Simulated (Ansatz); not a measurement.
The starting structures come from a database of crystals and need not be the phases stable at ambient conditions.

 Where the default PAW files enter, the runs use the earlier of Ansatz's two default sets.

**Evanescent states of Na2CO3 (P6_3/mmc, not sure to be the ambient phase, 12 atoms a cell, 11.9 Å³ an atom) along the normal of (001)**

All values below come from r2SCAN (plane waves, PAW; Ansatz, a first-principles code).

The gap is the functional's own. No spin-orbit coupling. Mid-gap values are interpolated on the energy grid.

Energies count from the valence-band top; κ is the least over a 12×12 mesh across the current.

| E (eV) | κ (1/Å) | where |
|---|---|---|
| 0.10 | 0.497 | Γ |
| 0.28 | 0.626 | Γ |
| 0.47 | 0.616 | Γ |
| 0.67 | 0.604 | Γ |
| 0.85 | 0.592 | Γ |
| 1.04 | 0.579 | Γ |
| 1.24 | 0.566 | Γ |
| 1.43 | 0.551 | Γ |
| 1.61 | 0.535 | Γ |
| 1.80 | 0.518 | Γ |
| 2.00 | 0.499 | Γ |
| 2.19 | 0.480 | Γ |
| 2.38 | 0.458 | Γ |
| 2.56 | 0.435 | Γ |
| 2.75 | 0.409 | Γ |
| 2.94 | 0.381 | Γ |
| 3.13 | 0.350 | Γ |
| 3.33 | 0.314 | Γ |
| 3.52 | 0.272 | Γ |
| 3.71 | 0.221 | Γ |
| 3.90 | 0.150 | Γ |

Problem. How thick must the barrier be to attenuate the transmission by 10^4 when the electrodes' Fermi level lies at 2.19 eV, and what attenuation does that film give at 1.61 eV?

Solution. d = 4 ln 10 / (2 × 0.480) = 9.6 Å. At 1.61 eV it gives 4 × 0.535/0.480 = 4.5 decades.
